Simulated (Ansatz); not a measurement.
Consider the following.

End structure of CO on the 1x1 (111) surface of fcc Cu, one in a 2x2 cell, started at the site 'top Cu':

```xyz
18
Lattice="5.1336 0.0000 0.0000 -2.5668 4.4458 0.0000 0.0000 0.0000 25.5000" Properties=species:S:1:pos:R:3 pbc="T T T"
Cu     0.0000     1.4819     9.6433
Cu    -1.2834     3.7049     9.6433
Cu     2.5668     1.4819     9.6433
Cu     1.2834     3.7049     9.6433
Cu     1.2834     0.7410    11.7147
Cu     0.0000     2.9639    11.7147
Cu     3.8502     0.7410    11.7147
Cu     2.5668     2.9639    11.7147
Cu     0.0000     0.0181    13.7934
Cu    -1.2677     2.2138    13.7934
Cu     2.5668     0.0000    13.7728
Cu     1.2677     2.2138    13.7934
Cu     0.0000     1.4819    15.9774
Cu    -1.2809     3.7063    15.8141
Cu     2.5668     1.4790    15.8141
Cu     1.2809     3.7063    15.8141
C      0.0000     1.4819    17.8277
O      0.0000     1.4819    18.9768
```

Set-up: 18 atoms, 6.2 Å thick at the start under the adsorbate (thin: gaps and levels are the slab's own); mesh 6x6x1; 0.1 eV smearing; dipole correction on; single point; on the structure that PBE left under its start's symmetry; no spin, no spin-orbit, no U, no dispersion correction. At the end it is bonded to Cu. In PBE this state lies 0.08 eV over the lowest of the starts that converged ('hollow Cu-Cu-Cu over Cu at depth 4.1 Å').

A negative adsorption energy means that the adsorbate is more stable on the surface than in its reference.

Q: Give the change of the work function at the level r2SCAN, at the PBE geometry (Ansatz, an electronic-structure program).

A: -0.054 eV

Q: Give the adsorption energy against CO(g) at the same level at the level r2SCAN, at the PBE geometry.

A: -0.82 eV

Q: What is the computed work function of the top face (r2SCAN, at the PBE geometry)?

A: 4.75 eV

Q: Predict the change of the step from the bottom to the top vacuum level, against the clean slab from r2SCAN, at the PBE geometry.

A: -0.084 eV
